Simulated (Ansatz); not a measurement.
System: La vacancy in hexagonal La2O3 (charge state -3). The step: a nearby La atom hops onto the vacant site; the atom moves 3.83 Å along (0.69, 0.35, -0.49) of the unit cell; the moving atom starts with neighbours O at 2.32, O at 2.33, 2 O at 2.36, O at 2.71, 2 O at 2.97 Å and ends with O at 2.32, O at 2.33, 2 O at 2.36, O at 2.70, 2 O at 2.97 Å. DFT values are from Ansatz (plane-wave PAW, 420 eV unless said) in a cell of 90 host sites, spin-restricted, static, with no finite-size correction. The charge state is imposed; whether it is stable for some Fermi level was not computed. Forms of the defect that were not tried may lie lower. For the PBE band: the saddle point's order was not checked, and it lies on a symmetry element of the cell, where a band can be held.

| Level | Forward barrier (eV) | Cost of the band or of the saddle's single point |
|---|---|---|
| CHGNet universal potential (has no charge state), its own band | 0.95 | - |
| PBE, the Γ point alone, band relaxed | 1.55 | about 40 core-minutes (a rough figure) |
| PBE, a 2×2×2 k-point mesh shifted by half a step along c, same geometries | 1.54 | around 12 core-minutes (rough) |
| r2SCAN at 500 eV, the Γ point alone, same geometries | ___ | roughly 3 core-minutes |

Fill in the missing entries.


- r2SCAN at 500 eV, the Γ point alone, same geometries, Forward barrier (eV): 1.67

Ansatz is a quantum-chemistry and plane-wave program.
